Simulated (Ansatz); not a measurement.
Results of HSE06 in Ansatz (plane waves, PAW) for LaN (model structure, started from the zincblende type, F-43m, No. 216, 2 atoms in the cell).

Settings: plane-wave cutoff 520 eV, 8×8×8 k mesh, finite displacements, scalar-relativistic PAW data made under PBE.

Cell (relaxed at this level):

Space group F-43m (No. 216); a = b = c = 5.592 Å, α = β = γ = 90.00°

```json
[
 {"atom": "N", "site": "4d", "symmetry": "-43m", "x": "0.7500", "y": "0.7500", "z": "0.7500"},
 {"atom": "La", "site": "4a", "symmetry": "-43m", "x": "0.0000", "y": "0.0000", "z": "0.0000"}
]
```
(The calculation used a cell of 2 atoms; values per cell refer to that cell.)

**Question.** Predict the TO(Γ) frequency.

**Answer.** 
- TO(Γ) frequency = 340 cm⁻¹

Spin–orbit coupling is not included.

Cost on a shared machine: very roughly 50 core-minutes.

A model structure was made by putting elements into a prototype or built by hand; it is no filed structure, need not be a known phase, and can be a saddle point held by its symmetry.

Ansatz is a quantum-chemistry and plane-wave program.
